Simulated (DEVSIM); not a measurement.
Structure: Ru/Al2O3/p-Ge capacitor, at 300 K.

Layer 1 from the left is Al2O3, thickness (nm) 3.40. Layer 2 from the left is Ge, thickness (nm) 6700, Na (cm⁻³) 4e14.

Metal gate on the left, work function 4.7 eV. Fixed charge at the semiconductor interface -2.6e11 cm⁻² (in units of +e); no interface traps.

Constants are typed, rounded textbook-type inputs, not results; the design itself was drawn at random and stands for no fabricated device. Values at 300 K.

Al2O3: gap (eV) 6.8, affinity (eV) 1.35, permittivity 9. Ge: gap (eV) 0.664, affinity (eV) 4, permittivity 16, Nc (cm⁻³) 1.04e19, Nv (cm⁻³) 6e18.

Simulated with DEVSIM: 1D Poisson equation in equilibrium, Boltzmann statistics, complete ionisation; no quantum confinement or tunnelling. Metal contacts follow the ideal Schottky-Mott rule: no Fermi-level pinning, no interface dipoles.

Q: What does the simulation give for the minimum of the low-frequency capacitance, the threshold voltage (band bending 2φF), the flat-band voltage?

A: minimum of the low-frequency capacitance 0.0266 μF/cm²; threshold voltage (band bending 2φF) 0.46 V; flat-band voltage 0.30 V.
